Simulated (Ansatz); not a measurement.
# CdS: response to strain

The reference is CdS in the zinc blende structure (space group F-43m, No. 216).

```yaml
crystal:
  lattice:
    - [0.00000, 2.93884, 2.93884]
    - [2.93884, 0.00000, 2.93884]
    - [2.93884, 2.93884, 0.00000]
  atoms:
    - { symbol: Cd, position: [0.00000, 0.00000, 0.00000] }
    - { symbol: S, position: [0.25000, 0.25000, 0.25000] }
```

Cartesian axes are those of the cell as printed.

Strains are applied to the cell and any free atomic positions relax; under biaxial strain the out-of-plane vector relaxes too.

The values are results of r2SCAN, PAW, 500 eV (Ansatz, a quantum-chemistry and plane-wave program; scalar-relativistic without spin-orbit coupling), not measurements.

Candidates:
(a) biaxial strain +3.00 %, plane normal [001], relaxed out of plane
(b) biaxial strain +2.00 %, plane normal [001], relaxed out of plane
(c) biaxial strain +2.50 %, plane normal [001], relaxed out of plane
(d) biaxial strain +0.50 %, plane normal [001], relaxed out of plane

Before the change:

The band gap is 1.54 eV.

Task: Order them by band gap, lowest first.

Result: (a) biaxial strain +3.00 %, plane normal [001], relaxed out of plane (1.38 eV), (c) biaxial strain +2.50 %, plane normal [001], relaxed out of plane (1.40 eV), (b) biaxial strain +2.00 %, plane normal [001], relaxed out of plane (1.43 eV), (d) biaxial strain +0.50 %, plane normal [001], relaxed out of plane (1.51 eV)

Stability against distortions was not tested.
